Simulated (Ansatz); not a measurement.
# A computed series for InAs: pressure series

The parent structure is InAs in the zinc blende structure (space group F-43m, No. 216; a = 6.187 Å).

Cell and atoms are relaxed at each pressure.

Method: Ansatz (a program for electronic structure), PBE, PAW, cutoff 420 eV, scalar-relativistic without spin-orbit coupling, earlier PAW set.

```csv
variant,lattice parameter a,band gap
base,11.691 bohr,zero
pressure −2 GPa,11.874 bohr,zero
pressure −1 GPa,11.778 bohr,zero
pressure 0.3 GPa,11.668 bohr,zero
pressure 0.7 GPa,11.638 bohr,zero
pressure 1.5 GPa,11.580 bohr,zero
pressure 3 GPa,11.482 bohr,zero
pressure 5 GPa,11.368 bohr,zero
pressure 10 GPa,11.136 bohr,0.20 eV
```

A case with no gap was solved on a k-mesh chosen for an insulator, which is coarse for it. Load acts through the strain it causes; cell and atoms are relaxed under it. Stability against distortions was not tested. All final runs are without spin polarisation. Measured, InAs leaves this structure (for rock salt) near 7 GPa (temperature not stated; as listed in Datta, Sujoy, Jana, Debnarayan, arXiv (2020)). A zero or small gap of InAs can be the functional's error rather than a property of the material.
